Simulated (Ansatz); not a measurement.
Ag2S (Cmcm, No. 63, 6 atoms in the cell; start mp-556225; a measured phase of this formula has another space group), treated with LDA (PAW; Ansatz, a quantum-chemistry and plane-wave program).

Settings: plane-wave cutoff 520 eV, 10×6×8 k mesh (along the axes of the cell as run), Fermi–Dirac smearing 0.01 eV, no spin polarisation, scalar-relativistic PAW data made under PBE.

Cell (relaxed at this level):

```xyz
6
Lattice="4.1026 0.0000 0.0289 0.0000 6.9715 0.0000 -1.5008 0.0000 3.8187" Properties=species:S:1:pos:R:3 pbc="T T T"
Ag    -0.8094     1.7429     3.3510
Ag     3.4112     5.2286     0.4966
Ag     1.3009     0.0000     1.9238
Ag     1.3009     3.4857     1.9238
S      2.6430     1.7429     1.0161
S     -0.0412     5.2286     2.8315
```

Predict the band gap and smallest direct gap on the k points sampled.


band gap: 0.62 eV
smallest direct gap on the k points sampled: 0.79 eV

Spin–orbit coupling is not included.

Static lattice: no zero-point or thermal effects.

It cost around 70 core-seconds (rough) of CPU time.

A start named mp-… is a Materials Project structure, which need not be a measured phase.
